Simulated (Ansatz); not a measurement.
Data:

```
Pd
1.0
    2.67340     0.00000     0.00000
    0.00000     2.67340     0.00000
    1.33670    -1.33670     2.00944
Pd
1
Direct
  0.00000   0.00000   0.00000
```

No spin polarisation.

Calculations: Ansatz (an electronic-structure program) PBEsol, no spin-orbit coupling. Γ-centred 29×29×29 mesh, Fermi–Dirac width 0.1 eV.

### Question
What band gap does the calculation give?

### Answer
Zero.

### Question
What is the computed space group?

### Answer
I4/mmm (No. 139).

### Question
Predict the pressure (mean of the normal stresses, compression positive).

### Answer
3.4 GPa.

The cells carry an imposed strain or load. Whether these cells are dynamically stable was not tested. All final runs are without spin polarisation. The cell was made from Pd in the fcc (Cu type) structure (space group Fm-3m, No. 225) by this change: biaxial strain −2.50 %, plane normal [001], relaxed out of plane.
